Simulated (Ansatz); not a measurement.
An Ansatz (a quantum-chemistry and plane-wave program) input (Ansatz, PBE-D3(BJ), PAW, cutoff 420 eV, spin-orbit coupling left out, earlier PAW set):

Ansatz 0.2 input:
```yaml
crystal:
  lattice:
    - [3.3604966945, 0, 0]
    - [-1.6802483473, 2.9102755068, 0]
    - [0, 0, 5.5228567195]
  atoms:
    - { symbol: Ti, position: [0, 0, 0] }
    - { symbol: S, position: [0.3333333333, 0.6666666667, 0.2585550498] }
    - { symbol: S, position: [0.6666666667, 0.3333333333, 0.7414449502] }
basis: { ecutwfc: 420, ecutrho_ratio: 4, xc_grid: 2, fft_grid_basis: typed }
kpoints: { mp_grid: { grid: [16, 16, 9] } }
hamiltonian:
  xc: pbe
  dispersion: d3bj
  pseudopotentials: { azcp: { folder: ./paw }, kind: paw }
scf: { occupations: { method: fermi_dirac, width: 0.05 }, convergence: { dr2_threshold: 0.0000000003 } }
output: { forces: true, stress: true }
```

### Question
Which symmetry and how many k-points will the program report, and about how many plane waves at Γ?

### Answer
Space group P-3m1 (ITA 164) with 12 operations, k-points 234 of 2304, and 1099 plane waves at Γ.

Whether these cells are dynamically stable was not tested. All final runs are without spin polarisation. The cell is TiS₂ in the CdI2 type structure (space group P-3m1, No. 164; layered, stacked along the Cartesian z axis).
